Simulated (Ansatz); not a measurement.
Start from ZnGeP2 in the chalcopyrite structure (space group I-42d, No. 122).

```xyz
8
Lattice="-2.7121 2.7121 5.3549 2.7121 -2.7121 5.3549 2.7121 2.7121 -5.3549" Properties=species:S:1:pos:R:3 pbc="T T T"
Zn     0.0000     0.0000     0.0000
Zn     0.0000     2.7121     2.6774
Ge     0.0000     0.0000     5.3549
Ge     2.7121     0.0000     2.6774
P      1.3471     1.3561     6.6936
P      1.3561    -1.3471     4.0161
P      1.3651     1.3561     1.3387
P      1.3561     4.0592    -1.3387
```

Cartesian axes are those of the cell as printed.

Computed with PBEsol (Ansatz, a quantum-chemistry and plane-wave program, PAW, no SOC).

Base values:

```
Property                          Value
-----------------------------  --------
Smallest direct gap             1.24 eV
Pressure                       0.0 kbar
Width of the top valence band   1.50 eV
```

Now apply this change: uniaxial strain ε_zz = +2.25 %, all other strain components held at zero; the atoms relax in the strained cell.

Problem. How does this affect the smallest direct gap?

Solution. The smallest direct gap falls by 0.02 eV to 1.22 eV.

Problem. Predict the new pressure.

Solution. The pressure (mean of the normal stresses, compression positive) goes from zero to -17.7 kbar.

Problem. Estimate the effect on the width of the top valence band.

Solution. The width of the top valence band decreases by 0.12 eV, from 1.50 eV to 1.38 eV.

Problem. Estimate the effect on the energy relative to the base.

Solution. The energy increases by 4.0 meV/atom.

Stability against distortions was not tested.
